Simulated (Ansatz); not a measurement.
Several settings converged on GePt (Pm, 8 atoms in the cell)

```xyz
8
Lattice="5.7848 0.0000 0.0000 0.0000 3.7487 0.0000 0.0000 0.0000 6.1421" Properties=species:S:1:pos:R:3 pbc="T T T"
Ge     4.7084     2.8115     3.6616
Ge     1.0764     0.9372     2.5305
Ge     3.9688     0.9372     0.5406
Ge     1.8160     2.8115     5.6016
Pt     0.0107     2.8115     1.1836
Pt     5.7741     0.9372     4.9585
Pt     2.8817     0.9372     4.2547
Pt     2.9031     2.8115     1.8874
```

Base method: PBEsol, default PAW files made with PBE (plane waves; Ansatz, an electronic-structure program).

Base settings: basis.ecutwfc = 420 eV; kpoints.mp_grid.grid = 3 6 3; hamiltonian.xc = pbesol; hamiltonian.pseudopotentials = {kind: paw} (the program's default PAW files); scf.occupations.method = gaussian; scf.occupations.width = 0.1 eV.

The count of work is k-points × plane waves × bands × iterations; it is no time. Core times come from one kind of shared machine, to one figure; runs under 30 s give none.

**The k-point mesh**

The second cell is the first with its lattice scaled by 0.98.

Only quantities that move along the ladder and can be compared are tabulated.

| kpoints.mp_grid.grid | free energy less the last step's (meV/atom) | energy of the compressed cell less the first (meV/atom) | pressure (GPa) | largest difference of a force vector from the last step's (eV/Å) | count of work / last |
|---|---|---|---|---|---|
| 1 2 1 | 17.49 | -21.50 | -8.55 | 0.934 | 0.0061 |
| 2 3 2 | 4.60 | 5.56 | -4.43 | 0.107 | 0.021 |
| 3 4 3 | 16.87 | 5.22 | -4.34 | 0.099 | 0.046 |
| 3 6 3 | 0.93 | 5.34 | -4.39 | 0.037 | 0.061 |
| 4 5 3 | 3.15 | 5.36 | -4.37 | 0.056 | 0.064 |
| 5 7 4 | -2.41 | 4.68 | -4.48 | 0.015 | 0.13 |
| 9 14 9 | 0.00 | 4.75 | -4.48 | 0.000 | 1.0 |

Coarsest kpoints.mp_grid.grid that holds the pressure within 0.05 GPa of the last step, with all finer ones: 5 7 4, at 0.13 of the last step's count of work; the step before is off by 0.11 GPa.

Coarsest kpoints.mp_grid.grid that holds the free energy within 5 meV/atom of the last step, with all finer ones: 3 6 3, at 0.061 of the last step's count of work; the step before is off by 17 meV/atom.

Coarsest kpoints.mp_grid.grid that holds the forces within 0.02 eV/Å: not settled: the last two steps still differ by 0.015 eV/Å, over half the tolerance, so the ladder does not show it.

**The k-point mesh at a smearing width of 0.05 eV**

In this ladder: scf.occupations.width = 0.05 eV.

The second cell is the first with its lattice scaled by 0.98.

Only quantities that move along the ladder and can be compared are tabulated.

| kpoints.mp_grid.grid | free energy less the last step's (meV/atom) | energy of the compressed cell less the first (meV/atom) | pressure (GPa) | largest difference of a force vector from the last step's (eV/Å) | count of work / last | core time / last (rough) |
|---|---|---|---|---|---|---|
| 2 3 2 | 4.11 | 5.56 | -4.43 | 0.104 | 0.021 | – |
| 3 5 3 | 5.11 | 7.21 | -4.07 | 0.091 | 0.039 | – |
| 5 7 4 | -2.53 | 4.70 | -4.47 | 0.015 | 0.13 | 0.3 |
| 6 10 6 | 0.03 | 4.90 | -4.43 | 0.014 | 0.37 | 0.6 |
| 9 14 9 | 0.00 | 4.67 | -4.50 | 0.000 | 1.0 | 1 |

Coarsest kpoints.mp_grid.grid that holds the energy of the compressed cell less the first within 1 meV/atom of the last step, with all finer ones: 5 7 4, at 0.13 of the last step's count of work and about 0.3 of the last step's time; the step before is off by 2.5 meV/atom.

Coarsest kpoints.mp_grid.grid that holds the pressure within 0.2 GPa of the last step, with all finer ones: 5 7 4, at 0.13 of the last step's count of work and about 0.3 of the last step's time; the step before is off by 0.43 GPa.

Coarsest kpoints.mp_grid.grid that holds the forces within 0.02 eV/Å: not settled: the last two steps still differ by 0.014 eV/Å, over half the tolerance, so the ladder does not show it.

The energy difference between the two cells stays within 1 meV/atom of the last step's from 5 7 4 on, the total only from 6 10 6 on: much of the error is common to both cells and cancels.

**The width of Gaussian smearing**

In this ladder: kpoints.mp_grid.grid = 5 10 5.

Narrow widths need finer meshes than wide ones, so the last steps can hold mesh noise.

Only quantities that move along the ladder and can be compared are tabulated; pressure and forces are left out, as mesh noise rules them at narrow widths.

| scf.occupations.width | free energy less the last step's (meV/atom) | energy extrapolated to zero width less the last step's (meV/atom) | core time / last (rough) |
|---|---|---|---|
| 1 eV | -76.61 | 5.10 | 1 |
| 0.5 eV | -17.62 | 0.19 | 1.0 |
| 0.3 eV | -5.90 | -0.18 | 1 |
| 0.1 eV | 0.00 | 0.00 | 1 |

Widest scf.occupations.width that holds the energy extrapolated to zero width within 0.5 meV/atom of the last step, with all finer ones: 0.5 eV; the step before is off by 5.1 meV/atom.

Widest scf.occupations.width that holds the free energy within 5 meV/atom: not settled: the last two steps still differ by 5.9 meV/atom, over half the tolerance, so the ladder does not show it.

The extrapolation to zero width removes most of the smearing's effect on the energy.

On the base run: the starting cell comes from a database of computed structures (which also holds hypothetical and non-ambient phases and stackings), without a prior relaxation at this level. Its lattice was rescaled by up to half a per cent. One atom was moved a little off its site on purpose. Spin polarisation is off. In the base run, with a pressure of about -4 GPa the cell is away from its equilibrium volume at this level. Ansatz's pressure includes its estimate of the finite-basis (Pulay) stress. Without a gap this mesh is coarse (it stands for a supercell whose shortest vector is 17 Å).

Left out of this page: 2 runs of the series outside the window shown, repeating another row's setting, or not comparable.

Keys are those of Ansatz 0.2.
